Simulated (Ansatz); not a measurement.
**KTaO3 under a change: isotropic strain +3.00 %**

The parent structure is KTaO3 in the cubic perovskite structure (space group Pm-3m, No. 221; a = 3.985 Å).

One thing is altered: every lattice vector is stretched by 3.00 %, atoms relaxed at fixed cell.

The values are results of PBEsol in Ansatz (plane waves to 420 eV, PAW, no spin-orbit coupling), not measurements. k-mesh 8×8×8 (Γ-centred); smearing 0.05 eV (Fermi–Dirac).

Volume per atom: 13.83 Å³ (base 12.66 Å³)
Space group: Pm-3m (No. 221) (base Pm-3m (No. 221))
Shortest interatomic distance: 2.052 Å (base 1.993 Å)
Energy relative to the base (free energy F): +59 meV/atom
Band gap: 1.94 eV (base 2.14 eV)
Gap character: indirect, R → Γ (base indirect, R → Γ)
Smallest direct gap: 2.58 eV (base 2.75 eV)
Mean gap deformation potential ΔEg/Δln V: -2.2 eV
Width of the top valence band: 1.03 eV (base 1.07 eV)

Final structure:

```
CELL_PARAMETERS angstrom
      4.10486     0.00000     0.00000
      0.00000     4.10486     0.00000
      0.00000     0.00000     4.10486
ATOMIC_POSITIONS crystal
  K  0.00000 0.00000 0.00000
  Ta 0.50000 0.50000 0.50000
  O  0.50000 0.00000 0.50000
  O  0.00000 0.50000 0.50000
  O  0.50000 0.50000 0.00000
```

Spin-orbit coupling, missing from the scalar runs, can matter with Ta. No phonon test of stability was made.

Ansatz is an electronic-structure program.
